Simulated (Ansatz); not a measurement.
Defect migration in fcc Cu: Sc-vacancy pair (Sc on one host Cu site, one Cu site vacant), neutral cell. Method: PBE, PAW (plane waves to 420 eV; Ansatz, a program for electronic structure).

Cell of 32 host sites held at the relaxed PBE lattice; a 2×2×2 k-point mesh shifted by half a step; Fermi-Dirac width 0.10 eV, spin-restricted; finite-size errors left in. No zero-point or tunnelling terms. Forms of the defect that were not tried may lie lower.

Barriers: single points on a 4×4×4 k-point mesh shifted by half a step at the bands' geometries (they differ from the bands' own by up to 0.14 eV, and are uncertain by about as much).

Relaxed starting cell (atoms counted from 1):

```
CELL_PARAMETERS angstrom
      7.26000     0.00000     0.00000
      0.00000     7.26000     0.00000
      0.00000     0.00000     7.26000
ATOMIC_POSITIONS crystal
  Sc 0.99949 0.03249 0.03359
  Cu 0.99963 0.00395 0.49198
  Cu 0.99957 0.49070 0.00511
  Cu 0.99981 0.49871 0.49973
  Cu 0.49965 0.99858 0.99985
  Cu 0.49961 0.00115 0.51195
  Cu 0.49960 0.51081 0.00222
  Cu 0.49963 0.50069 0.50197
  Cu 0.99953 0.25610 0.74591
  Cu 0.99956 0.74485 0.25727
  Cu 0.99952 0.75492 0.75600
  Cu 0.49943 0.25376 0.25484
  Cu 0.49961 0.25348 0.74369
  Cu 0.49957 0.74242 0.25473
  Cu 0.49953 0.75148 0.75266
  Cu 0.26927 0.99610 0.26244
  Cu 0.24703 0.00379 0.75063
  Cu 0.24514 0.49544 0.25167
  Cu 0.24765 0.50237 0.75028
  Cu 0.72972 0.99602 0.26229
  Cu 0.75216 0.00364 0.75048
  Cu 0.75397 0.49533 0.25176
  Cu 0.75158 0.50234 0.74981
  Cu 0.26943 0.26120 0.99738
  Cu 0.24532 0.25046 0.49668
  Cu 0.24711 0.74943 0.00487
  Cu 0.24781 0.74887 0.50357
  Cu 0.72962 0.26128 0.99722
  Cu 0.75397 0.25045 0.49640
  Cu 0.75220 0.74910 0.00484
  Cu 0.75146 0.74895 0.50347
```

End state 1 differs by these moves (Å; atoms that move under 0.08 Å are left out):

```csv
atom,element,Δx,Δy,Δz
1,Sc,0.00,1.37,1.37
2,Cu,0.00,-0.05,0.13
3,Cu,0.00,0.13,-0.05
9,Cu,0.00,-0.05,0.13
10,Cu,0.00,0.13,-0.05
```

Q: Predict the forward and backward barriers to end state 1 from PBE, PAW.

A: forward 0.18 eV, backward 0.18 eV; at the saddle point atom 1 has neighbours 4 Cu at 2.52, 4 Cu at 2.86 Å. The saddle point's order was not checked, and it lies on a symmetry element of the cell, where a band can be held.
